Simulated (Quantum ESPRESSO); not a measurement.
Worked example: self-consistent single point of LaB3O6 (C2/c, 20 atoms in the cell) in Quantum ESPRESSO.

Method: LDA (PZ), GBRV 1.5 ultrasoft (LDA) pseudopotentials (plane waves; Quantum ESPRESSO).

```xyz
20
Lattice="4.9704 -4.0903 0.0000 4.9704 4.0903 0.0000 -3.9039 0.0000 5.1844" Properties=species:S:1:pos:R:3 pbc="T T T"
La     2.0425    -2.4538     3.8883
La     3.9944     2.4538     1.2961
B      2.0425     2.2719     3.8883
B      3.9944    -2.2719     1.2961
B      1.0817     0.5654     2.1697
B      4.9552    -0.5654     3.0148
B      6.9071     0.5654     0.4225
B     -0.8702    -0.5654     4.7619
O      1.9565     1.5278     2.6451
O      4.0804    -1.5278     2.5393
O      2.1284     1.5278     5.1316
O      3.9085    -1.5278     0.0529
O      0.8547     3.1511     4.0673
O      5.1823    -3.1511     1.1171
O      3.2303     3.1511     3.7093
O      2.8066    -3.1511     1.4751
O      1.0005    -0.6921     2.6014
O      5.0364     0.6921     2.5830
O      3.0844    -0.6921     5.1753
O      2.9525     0.6921     0.0092
```

Reference input (self-consistent single point, DFT, LDA (PZ), plane waves, GBRV 1.5 ultrasoft (LDA) pseudopotentials): ecutwfc = 40 Ry; ecutrho = 200 Ry; occupations = smearing; smearing = gauss; degauss = 0.000734986 Ry; potentials = {La: la_lda_v1.uspp.F.UPF, B: b_lda_v1.4.uspp.F.UPF, O: o_lda_v1.2.uspp.F.UPF}; K_POINTS = automatic 5 5 5 0 0 0; conv_thr = 1e-11 Ry. This run's input differs from it in these lines:

```diff
@@ -19,3 +19,3 @@
 &electrons
-  conv_thr = 1.0e-11,
+  conv_thr = 1.0d-4,
 /
```

The program printed (abridged):

```
     Self-consistent Calculation

     iteration #  1     ecut=    40.00 Ry     beta= 0.70

     negative rho (up, down):  1.658E-01 0.000E+00

     total energy              =    -630.86817716 Ry
     estimated scf accuracy    <       3.93203718 Ry

     iteration #  2     ecut=    40.00 Ry     beta= 0.70

     negative rho (up, down):  1.110E-01 0.000E+00

     total energy              =    -631.73448240 Ry
     estimated scf accuracy    <       4.20649719 Ry

     iteration #  3     ecut=    40.00 Ry     beta= 0.70

     negative rho (up, down):  1.262E-01 0.000E+00

     total energy              =    -632.53105285 Ry
     estimated scf accuracy    <       0.11766990 Ry

   [... 3 blocks of this kind left out ...]

     iteration #  7     ecut=    40.00 Ry     beta= 0.70

     negative rho (up, down):  1.409E-01 0.000E+00

     total energy              =    -632.59797485 Ry
     estimated scf accuracy    <       0.00013066 Ry

     iteration #  8     ecut=    40.00 Ry     beta= 0.70

     negative rho (up, down):  1.407E-01 0.000E+00
     End of self-consistent calculation

     the Fermi energy is     7.0618 ev

!    total energy              =    -632.59797559 Ry
     estimated scf accuracy    <       0.00001545 Ry
     smearing contrib. (-TS)   =      -0.00000000 Ry
     internal energy E=F+TS    =    -632.59797559 Ry

     convergence has been achieved in   8 iterations

     negative rho (up, down):  1.407E-01 0.000E+00

     Forces acting on atoms (cartesian axes, Ry/au):

     atom    1 type  1   force =    -0.00000000    0.00172010   -0.00000000
     atom    2 type  1   force =     0.00000000   -0.00172010    0.00000000
     atom    3 type  2   force =     0.00000000    0.00087725    0.00000000
     atom    4 type  2   force =     0.00000000   -0.00087725    0.00000000
     atom    5 type  2   force =    -0.00039694    0.00232736   -0.00197680
   [... lines left out ...]
     Total force =     0.015878     Total SCF correction =     0.001949
   [... lines left out ...]

     negative rho (up, down):  1.407E-01 0.000E+00
          total   stress  (Ry/bohr**3)                   (kbar)     P=      -51.01
  -0.00035455   0.00000000  -0.00002155          -52.16        0.00       -3.17
   0.00000000  -0.00034092   0.00000000            0.00      -50.15        0.00
  -0.00002155   0.00000000  -0.00034481           -3.17        0.00      -50.72

   JOB DONE.
```

The run converged in 8 iterations. Against the reference run the free energy hardly moves (within 1 meV/atom), the pressure goes from -4.74 to -5.10 GPa, the largest force goes from 0.133 to 0.124 eV/Å and the gap on the mesh goes from 4.897 to 4.885 eV. The full log also holds: “SCF correction compared to forces is large: reduce conv_thr to get better values”.

The starting cell comes from a database of computed structures (which also holds hypothetical and non-ambient phases and stackings), without a prior relaxation at this level. With a pressure of about -5 GPa the cell is away from its equilibrium volume at this level.

Cost on one core of a shared machine: roughly 6 min.
